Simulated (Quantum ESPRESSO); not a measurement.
Worked example: self-consistent single point of BePd (P4mm, 2 atoms in the cell) in Quantum ESPRESSO.

Method: PBEsol, GBRV 1.5 ultrasoft (PBESOL) pseudopotentials (plane waves; Quantum ESPRESSO 7.5).

```
BePd
1.0
    2.80321     0.00000     0.00000
    0.00000     2.80321     0.00000
    0.00000     0.00000     2.80321
Be Pd
1 1
Direct
  0.00000   0.00000   0.01784
  0.50000   0.50000   0.50000
```

Reference input (self-consistent single point, DFT, PBEsol, plane waves, GBRV 1.5 ultrasoft (PBESOL) pseudopotentials): ecutwfc = 40 Ry; ecutrho = 320 Ry; occupations = smearing; smearing = fermi-dirac; degauss = 0.0073499 Ry; potentials = {Be: be_pbesol_v1.4.uspp.F.UPF, Pd: pd_pbesol_v1.4.uspp.F.UPF}; K_POINTS = automatic 10 10 10 0 0 0; conv_thr = 1e-10 Ry. This run's input differs from it in these lines:

```diff
@@ -15,5 +15,3 @@
  ecutrho = 320
- occupations = 'smearing'
- smearing = 'fermi-dirac'
- degauss = 0.0073499
+ occupations = 'tetrahedra_opt'
 /
@@ -29,3 +27,3 @@
 K_POINTS {automatic}
-10 10 10  0 0 0
+8 8 8  0 0 0
```

The program printed (abridged):

```
     Self-consistent Calculation

     iteration #  1     ecut=    40.00 Ry     beta= 0.70

     negative rho (up, down):  7.559E-02 0.000E+00

     total energy              =    -225.19260254 Ry
     estimated scf accuracy    <       2.79703285 Ry

     iteration #  2     ecut=    40.00 Ry     beta= 0.70

     negative rho (up, down):  7.870E-02 0.000E+00

     total energy              =    -226.22914526 Ry
     estimated scf accuracy    <       4.74612057 Ry

     iteration #  3     ecut=    40.00 Ry     beta= 0.70

     negative rho (up, down):  7.898E-02 0.000E+00

     total energy              =    -226.82131108 Ry
     estimated scf accuracy    <       0.11041656 Ry

   [... 5 blocks of this kind left out ...]

     iteration #  9     ecut=    40.00 Ry     beta= 0.70

     negative rho (up, down):  7.941E-02 0.000E+00

     total energy              =    -226.82728349 Ry
     estimated scf accuracy    <          8.0E-09 Ry

     iteration # 10     ecut=    40.00 Ry     beta= 0.70

     negative rho (up, down):  7.941E-02 0.000E+00
     End of self-consistent calculation

     the Fermi energy is    16.5547 ev

!    total energy              =    -226.82728349 Ry
     estimated scf accuracy    <          8.9E-11 Ry

     convergence has been achieved in  10 iterations

     negative rho (up, down):  7.941E-02 0.000E+00

     Forces acting on atoms (cartesian axes, Ry/au):

     atom    1 type  1   force =     0.00000000    0.00000000   -0.00835554
     atom    2 type  2   force =     0.00000000    0.00000000    0.00835554

     Total force =     0.011817     Total SCF correction =     0.000001

     negative rho (up, down):  7.941E-02 0.000E+00
          total   stress  (Ry/bohr**3)                   (kbar)     P=       -5.59
  -0.00003432   0.00000000   0.00000000           -5.05        0.00        0.00
   0.00000000  -0.00003432   0.00000000            0.00       -5.05        0.00
   0.00000000   0.00000000  -0.00004529            0.00        0.00       -6.66

   JOB DONE.
```

The run converged in 10 iterations. Against the reference run the free energy goes up by 29.8 meV/atom, the pressure goes from -0.36 to -0.56 GPa and the largest force moves little (0.219 to 0.215 eV/Å).

The starting cell comes from a database of computed structures (which also holds hypothetical and non-ambient phases and stackings), without a prior relaxation at this level. Its lattice was rescaled by up to half a per cent. One atom was moved a little off its site on purpose. Spin polarisation is off.
